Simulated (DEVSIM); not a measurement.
Structure: In0.52Al0.48As/In0.53Ga0.47As p-n heterojunction, at 400 K.

| layer (left to right) | material | thickness (μm) | Nd (cm⁻³) | Na (cm⁻³) | τn (s) | τp (s) |
|---|---|---|---|---|---|---|
| 1 | In0.52Al0.48As | 0.620 | - | 1.7e16 | 4e-10 | 4e-10 |
| 2 | In0.53Ga0.47As | 2.50 | 1.3e15 | - | 4e-10 | 4e-10 |

Left contact: ohmic. Right contact: ohmic. Voltage is applied to the left contact. Recombination: SRH at mid-gap. Mobility is constant in doping. Where it depends on doping, it is μmin + (μ − μmin)/(1 + (N/Nref)^α).

This is a model device: material constants are rounded textbook-type values typed into the input, and sizes, dopings and lifetimes were drawn at random. Values at 300 K; Nc and Nv go as T^1.5, mobilities as T to minus their exponent, the gap by Varshni's rule with the affinity fixed. The table also holds parameters that only a changed run uses.

```csv
parameter,In0.52Al0.48As,In0.53Ga0.47As
gap (eV),1.45,0.74
affinity (eV),4,4.51
permittivity,12.5,13.9
Nc (cm⁻³),5.1e17,2.1e17
Nv (cm⁻³),1.1e19,7.7e18
μn (cm²/Vs),4000,12000
μp (cm²/Vs),75,300
"μn,min",800,300
"μp,min",10,10
"Nref,n",3e16,1.3e17
"Nref,p",1e17,4.9e17
αn,1.1,0.48
αp,0.6,0.4
T exponent of μn,1.5,1.6
T exponent of μp,1.5,1.6
Cn (cm⁶/s),1e-30,5e-29
Cp (cm⁶/s),1e-30,5e-29
Varshni α (eV/K),0.00042,0.00035
Varshni β (K),180,190
```

Model (solved in DEVSIM): 1D drift-diffusion, Boltzmann statistics, complete ionisation; no tunnelling, impact ionisation, image-force lowering or self-heating. Band offsets follow the typed affinities; no thermionic-emission limit at abrupt steps, no polarisation charge.

Base results: dark forward voltage at 100 A/cm² (V) 0.412; dark forward voltage at 1 A/cm² (V) 0.073; potential step across the device at zero bias (V) 0.475; largest field in the device at zero bias (V/cm) 24000.

**Question.** What follows from this one change: minority lifetime in layer 2 4e-10 → 1.2e-08 s?

**Answer.** dark forward voltage at 100 A/cm² 0.412 → 0.457 V; dark forward voltage at 1 A/cm² 0.073 → 0.132 V; potential step across the device at zero bias little changed (0.475 V); largest field in the device at zero bias little changed (24000 V/cm).

**Question.** What follows from this one change: doping Nd of layer 2 1.3e+15 → 1.3e+16 cm^-3?

**Answer.** dark forward voltage at 100 A/cm² 0.412 → 0.451 V; dark forward voltage at 1 A/cm² 0.073 → 0.143 V; potential step across the device at zero bias 0.475 → 0.554 V; largest field in the device at zero bias 24000 → 33000 V/cm.

**Question.** What follows from this one change: temperature 400 → 300 K?

**Answer.** dark forward voltage at 100 A/cm² 0.412 → 0.566 V; dark forward voltage at 1 A/cm² 0.073 → 0.275 V; potential step across the device at zero bias 0.475 → 0.641 V; largest field in the device at zero bias little changed (26000 V/cm).

**Question.** What follows from this one change: doping-dependent mobility in place of the constant one?

**Answer.** dark forward voltage at 100 A/cm² 0.412 → 0.437 V; dark forward voltage at 1 A/cm² little changed (0.074 V); potential step across the device at zero bias little changed (0.475 V); largest field in the device at zero bias little changed (24000 V/cm).
